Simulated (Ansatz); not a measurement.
Defect migration in beta Ga2O3: interstitial Na, charge state +1. Computed with PBE, PAW (plane waves to 420 eV; Ansatz, a first-principles code).

Cell of 160 host sites held at the relaxed PBE lattice; the Γ point alone; Fermi-Dirac width 0.01 eV, spin-restricted; finite-size errors left in. Energies are static. The charge state is imposed; whether it is stable for some Fermi level was not computed. Sites that were not tried may lie lower. The start lies 0.86 eV above the lowest site run (PBE).

Barriers: single points on a 2×2×2 k-point mesh shifted by half a step at the bands' geometries.

Relaxed starting cell (atoms counted from 1):

```
CELL_PARAMETERS angstrom
     12.45496     0.00000     0.00000
      0.00000    12.33368     0.00000
     -2.78275     0.00000    11.42039
ATOMIC_POSITIONS crystal
  Ga 0.09066 0.00035 0.39814
  Ga 0.08859 0.00035 0.89618
  Ga 0.09260 0.25091 0.40154
  Ga 0.08619 0.25044 0.89684
  Ga 0.11801 0.50032 0.42791
  Ga 0.08773 0.50036 0.90017
  Ga 0.09269 0.74970 0.40157
  Ga 0.08625 0.75025 0.89682
  Ga 0.41139 0.12517 0.10413
  Ga 0.40788 0.12493 0.60176
  Ga 0.41208 0.37470 0.10497
  Ga 0.40798 0.37495 0.60410
  Ga 0.41209 0.62604 0.10504
  Ga 0.40798 0.62577 0.60409
  Ga 0.41142 0.87560 0.10417
  Ga 0.40791 0.87577 0.60181
  Ga 0.15663 0.12469 0.15635
  Ga 0.16053 0.12434 0.65847
  Ga 0.15896 0.37307 0.15511
  Ga 0.16218 0.37186 0.66955
  Ga 0.15889 0.62767 0.15520
  Ga 0.16221 0.62887 0.66948
  Ga 0.15662 0.87600 0.15629
  Ga 0.16054 0.87650 0.65844
  Ga 0.34000 0.00035 0.34190
  Ga 0.34322 0.00038 0.84431
  Ga 0.33985 0.25031 0.34287
  Ga 0.34487 0.24976 0.84654
  Ga 0.34265 0.50038 0.34298
  Ga 0.34461 0.50040 0.84834
  Ga 0.33998 0.75042 0.34297
  Ga 0.34485 0.75099 0.84663
  O  0.16098 0.00035 0.05356
  O  0.16539 0.00041 0.55492
  O  0.16011 0.25040 0.05364
  O  0.16667 0.25078 0.55886
  O  0.16176 0.50036 0.05797
  O  0.18339 0.50037 0.57838
  O  0.16022 0.75027 0.05363
  O  0.16671 0.75001 0.55889
  O  0.33364 0.12531 0.44425
  O  0.33824 0.12503 0.94710
  O  0.33343 0.37574 0.44623
  O  0.33859 0.37479 0.94892
  O  0.33324 0.62507 0.44629
  O  0.33859 0.62596 0.94898
  O  0.33361 0.87534 0.44427
  O  0.33824 0.87575 0.94714
  O  0.17221 0.00036 0.28080
  O  0.17447 0.00038 0.78331
  O  0.17106 0.25221 0.28050
  O  0.17442 0.24982 0.78631
  O  0.17654 0.50037 0.28973
  O  0.17619 0.50034 0.79118
  O  0.17106 0.74853 0.28043
  O  0.17448 0.75090 0.78632
  O  0.32441 0.12587 0.21656
  O  0.32692 0.12493 0.71959
  O  0.32556 0.37517 0.21767
  O  0.32978 0.37295 0.72450
  O  0.32561 0.62550 0.21777
  O  0.32982 0.62775 0.72458
  O  0.32447 0.87493 0.21663
  O  0.32694 0.87585 0.71964
  O  0.49771 0.00039 0.12951
  O  0.49419 0.00035 0.62640
  O  0.49811 0.24998 0.12943
  O  0.49342 0.24980 0.62589
  O  0.49721 0.50037 0.12968
  O  0.49336 0.50037 0.62636
  O  0.49813 0.75077 0.12946
  O  0.49344 0.75091 0.62590
  O  0.00608 0.12637 0.37270
  O  0.00191 0.12504 0.87028
  O  0.01447 0.38102 0.38454
  O  0.00079 0.37622 0.86992
  O  0.01450 0.61970 0.38448
  O  0.00077 0.62451 0.86996
  O  0.00608 0.87426 0.37272
  O  0.00190 0.87564 0.87031
  Ga 0.58857 0.12518 0.39496
  Ga 0.59208 0.12496 0.89733
  Ga 0.58789 0.37463 0.39413
  Ga 0.59199 0.37496 0.89505
  Ga 0.58792 0.62606 0.39407
  Ga 0.59199 0.62580 0.89502
  Ga 0.58859 0.87559 0.39489
  Ga 0.59203 0.87581 0.89725
  Ga 0.90934 0.00031 0.10083
  Ga 0.91140 0.00037 0.60284
  Ga 0.90736 0.25092 0.09759
  Ga 0.91374 0.25042 0.60223
  Ga 0.88235 0.50029 0.07110
  Ga 0.91240 0.50039 0.59899
  Ga 0.90730 0.74968 0.09751
  Ga 0.91371 0.75031 0.60221
  Ga 0.65998 0.00038 0.15715
  Ga 0.65675 0.00035 0.65475
  Ga 0.65997 0.25031 0.15617
  Ga 0.65507 0.24975 0.65258
  Ga 0.65748 0.50038 0.15620
  Ga 0.65538 0.50036 0.65075
  Ga 0.66004 0.75048 0.15607
  Ga 0.65512 0.75096 0.65249
  Ga 0.84336 0.12469 0.34261
  Ga 0.83943 0.12438 0.84053
  Ga 0.84101 0.37303 0.34403
  Ga 0.83780 0.37189 0.82958
  Ga 0.84099 0.62765 0.34396
  Ga 0.83775 0.62882 0.82949
  Ga 0.84340 0.87601 0.34269
  Ga 0.83941 0.87646 0.84060
  O  0.66637 0.12534 0.05484
  O  0.66176 0.12503 0.55199
  O  0.66645 0.37566 0.05291
  O  0.66143 0.37475 0.55020
  O  0.66651 0.62513 0.05285
  O  0.66142 0.62594 0.55013
  O  0.66636 0.87544 0.05479
  O  0.66180 0.87571 0.55193
  O  0.83900 0.00033 0.44546
  O  0.83454 0.00041 0.94412
  O  0.83985 0.25035 0.44544
  O  0.83332 0.25081 0.94030
  O  0.83836 0.50038 0.44111
  O  0.81653 0.50039 0.92076
  O  0.83980 0.75030 0.44541
  O  0.83326 0.74995 0.94023
  O  0.67550 0.12588 0.28249
  O  0.67302 0.12492 0.77949
  O  0.67443 0.37520 0.28146
  O  0.67019 0.37299 0.77467
  O  0.67443 0.62550 0.28141
  O  0.67015 0.62774 0.77457
  O  0.67551 0.87492 0.28242
  O  0.67302 0.87583 0.77944
  O  0.82779 0.00039 0.21825
  O  0.82553 0.00035 0.71574
  O  0.82895 0.25226 0.21868
  O  0.82560 0.24978 0.71285
  O  0.82337 0.50042 0.20914
  O  0.82381 0.50037 0.70789
  O  0.82892 0.74855 0.21861
  O  0.82556 0.75090 0.71279
  O  0.99392 0.12638 0.12645
  O  0.99809 0.12504 0.62888
  O  0.98560 0.38099 0.11473
  O  0.99917 0.37616 0.62929
  O  0.98568 0.61968 0.11483
  O  0.99921 0.62461 0.62932
  O  0.99393 0.87425 0.12644
  O  0.99810 0.87567 0.62888
  O  0.50226 0.00037 0.36962
  O  0.50578 0.00039 0.87266
  O  0.50182 0.24997 0.36972
  O  0.50655 0.24980 0.87319
  O  0.50281 0.50037 0.36955
  O  0.50661 0.50038 0.87273
  O  0.50188 0.75074 0.36973
  O  0.50652 0.75095 0.87319
  Na 0.99983 0.50024 0.24977
```
Cell charge +1.

End state 1 differs by these moves (Å; atoms that move under 0.08 Å are left out):

| atom | element | Δx | Δy | Δz |
|---|---|---|---|---|
| 3 | Ga | 0.24 | -0.01 | 0.30 |
| 5 | Ga | -0.24 | -0.01 | -0.30 |
| 18 | Ga | -0.01 | -0.03 | 0.13 |
| 20 | Ga | 0.00 | 0.09 | 0.00 |
| 22 | Ga | 0.01 | -0.03 | -0.12 |
| 36 | O | 0.15 | 0.00 | 0.22 |
| 38 | O | -0.15 | 0.00 | -0.22 |
| 51 | O | 0.04 | -0.02 | 0.11 |
| 53 | O | -0.04 | -0.02 | -0.11 |
| 73 | O | 0.07 | 0.06 | 0.13 |
| 75 | O | 0.00 | -0.14 | 0.00 |
| 77 | O | -0.07 | 0.06 | -0.13 |
| 91 | Ga | -0.24 | -0.01 | -0.30 |
| 93 | Ga | 0.24 | -0.01 | 0.30 |
| 106 | Ga | 0.01 | -0.03 | -0.12 |
| 108 | Ga | 0.00 | 0.09 | 0.00 |
| 110 | Ga | -0.01 | -0.03 | 0.13 |
| 124 | O | -0.15 | 0.00 | -0.22 |
| 126 | O | 0.15 | 0.00 | 0.22 |
| 139 | O | -0.04 | -0.02 | -0.11 |
| 141 | O | 0.04 | -0.02 | 0.11 |
| 145 | O | -0.07 | 0.06 | -0.13 |
| 147 | O | 0.00 | -0.14 | 0.00 |
| 149 | O | 0.07 | 0.06 | 0.13 |
| 161 | Na | 0.01 | -3.08 | 0.00 |

Problem. Predict the forward and backward barriers to end state 1 from PBE, PAW.

Solution. forward 0.78 eV, backward 0.78 eV; at the saddle point atom 161 has neighbours 2 O at 1.95, 2 O at 2.47, O at 2.52 Å. The saddle point's order was not checked, and it lies on a symmetry element of the cell, where a band can be held.
